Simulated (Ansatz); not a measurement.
Effect of tensor shear ε_xy = +2.00 % on ScAl3

Base system: ScAl3 in the Cu3Au type structure (space group Pm-3m, No. 221; a = 4.0327 Å; relaxed with 0.1 eV smearing). Axes: x, y, z lie along the cube axes.

The change: tensor shear ε_xy = +2.00 % (engineering shear γ = 0.0400), atoms relaxed at fixed cell.

The values are results of LDA (Ansatz, a first-principles code, PAW, no SOC), not measurements. Γ-centred 14×14×14 mesh, Fermi–Dirac width 0.1 eV.

The volume per atom stays essentially unchanged (16.40 Å³ against 16.39 Å³) and the space group changes from Pm-3m (No. 221) to Cmmm (No. 65). The shortest interatomic distance falls by 0.108 bohr, from 5.389 bohr to 5.281 bohr and the energy goes up by 6.6 meV/atom. The pressure (mean of the normal stresses, compression positive) goes from zero to 0.2 GPa and the band gap stays zero. The stress (xx, yy, zz, yz, xz, xy; compression positive) comes out as (0.4, 0.4, -0.1, 0.0, 0.0, -3.2) GPa.

The cells carry an imposed strain or load. Stability against distortions was not tested. All final runs are without spin polarisation.
